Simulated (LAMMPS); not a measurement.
Melting line of NiAl (CsCl type) by solid-liquid coexistence.

Method: classical MD, pair style meam, file MoCoNiVFeAlCr_2nn.meam; code LAMMPS.

| P (GPa) | melting point | enthalpy of fusion | solid | liquid |
|---|---|---|---|---|
| 0 | 2110 ± 42 K | 0.34 eV/atom | 13.30 Å³/atom | 14.92 Å³/atom |
| 2 | 2240 ± 45 K | 0.35 eV/atom | 13.11 Å³/atom | 14.57 Å³/atom |
| 5 | 2410 ± 48 K | 0.37 eV/atom | 12.86 Å³/atom | 14.17 Å³/atom |

Measured melting point at ambient pressure: 1911 K (chemicals 1.5.2 (Python package), Misc/Physical Constants of Inorganic Compounds.csv; one source, unchecked).

Caution: the error of the potential's melting point is set to 2 % at least, a picked allowance for cell size and run length.

Compare the slope of the melting line with the Clausius-Clapeyron value from the lowest pressure. T ΔV/ΔH = 2112 K × 1.62 Å³ / 0.344 eV = 62 K/GPa (1 eV/Å³ = 160.2 GPa); the first two rows give 66 K/GPa, within the errors of the melting points.
